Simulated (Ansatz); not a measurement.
## TiPt (Pm-3m, No. 221, 2 atoms in the cell; start mp-11552)

All values below come from PBEsol in Ansatz (PAW).

Numerical settings: plane-wave cutoff 500 eV, 18×18×18 k mesh, Fermi–Dirac smearing 0.1 eV, no spin polarisation, scalar-relativistic PAW data made under PBE.

Cell (relaxed at this level):

```xyz
2
Lattice="3.1412 0.0000 0.0000 0.0000 3.1412 0.0000 0.0000 0.0000 3.1412" Properties=species:S:1:pos:R:3 pbc="T T T"
Ti     1.5706     1.5706     1.5706
Pt     0.0000     0.0000     0.0000
```

band gap: none

Note: the relaxation could not lower the start's symmetry, so the cell can be a saddle point above a distorted one.

Spin–orbit coupling is not included.

Computed values are for the static lattice.

Computing time: roughly 60 core-seconds.

A start named mp-… is a Materials Project structure, which need not be a measured phase.

Ansatz is a quantum-chemistry and plane-wave program.
